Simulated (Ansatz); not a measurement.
The structure below was relaxed with Kohn–Sham DFT with the PBEsol functional, run in Ansatz (a program for electronic structure) with PAW and 420 eV plane waves, without spin-orbit coupling, earlier PAW set.

```xyz
6
Lattice="-3.0610 4.6393 2.7737 3.0610 -4.6393 2.7737 3.0610 4.6393 -2.7737" Properties=species:S:1:pos:R:3 pbc="T T T"
S      1.8890     3.5082     2.7737
S      1.1720    -1.1310     2.7737
S      1.8890     5.7703     0.0000
S      1.1720     1.1310     0.0000
Si     0.0000     0.0000     4.1605
Si     0.0000     0.0000     1.3868
```

**Question.** Find the space group and the Wyckoff positions.

**Answer.** Space group Ibam (No. 72); a = 6.1221 Å, b = 9.2785 Å, c = 5.5474 Å, α = 90.00°, β = 90.00°, γ = 90.00°

```tsv
atom	site	symmetry	x	y	z
S	8j	..m	0.1914	0.1219	0.0000
Si	4a	222	0.0000	0.0000	0.2500
```

Stability against distortions was not tested. The cell was made from SiSe2 by this change: Se → S. No dispersion term is included in the PBEsol runs.
